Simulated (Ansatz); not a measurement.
## Response to strain in GaN

The parent structure is GaN in the zinc blende structure (space group F-43m, No. 216; a = 4.4981 Å). Axes: x, y, z lie along the cube axes.

Strains are applied to the cell and any free atomic positions relax; under biaxial strain the out-of-plane vector relaxes too.

The values are results of Ansatz (a quantum-chemistry and plane-wave program), PBEsol, PAW, cutoff 420 eV, spin-orbit coupling left out, not measurements.

Candidates:
(a) biaxial strain −2.50 %, plane normal [111], relaxed out of plane
(b) biaxial strain +1.67 %, plane normal [111], relaxed out of plane
(c) biaxial strain +0.42 %, plane normal [111], relaxed out of plane

For the base:

| Property | Value |
|---|---|
| Band gap | 1.70 eV |

### Question
Order them by band gap, lowest first.

### Answer
(b) biaxial strain +1.67 %, plane normal [111], relaxed out of plane (1.43 eV), (c) biaxial strain +0.42 %, plane normal [111], relaxed out of plane (1.63 eV), (a) biaxial strain −2.50 %, plane normal [111], relaxed out of plane (1.81 eV)

Stability against distortions was not tested. This is not the structure that GaN has at room temperature and ambient pressure.
